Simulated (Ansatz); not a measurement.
Base system: ZnS in the zinc blende structure (space group F-43m, No. 216; a = 5.3891 Å). Axes: x, y, z lie along the cube axes.

All numbers come from r2SCAN (Ansatz, a program for electronic structure), no spin-orbit coupling.

Before the change:

The band gap is 2.70 eV, the valence-band top at Γ comes out as 0.00, 0.00, 0.00 eV and the electron mass is 0.19 mₑ (at Γ).

The change: uniaxial strain ε_zz = +2.50 %, all other strain components held at zero; the atoms relax in the strained cell.

Task: How does this affect the band gap?

Result: The band gap drops by 0.146 eV (2.70 eV → 2.56 eV).

Task: Predict the new energy relative to the base.

Result: The energy increases by 4.0 meV/atom.

Task: What does the calculation give for the valence-band top at Γ after the change?

Result: The valence-band top at Γ (three highest levels, from the VBM) becomes 0.00, 0.00, -0.09 eV (base: 0.00, 0.00, 0.00 eV).

Task: What does the calculation give for the electron mass after the change?

Result: The electron mass stays 0.19 mₑ (at Γ).

Effective masses come from finite differences of ±0.01 Å⁻¹. No phonon test of stability was made.
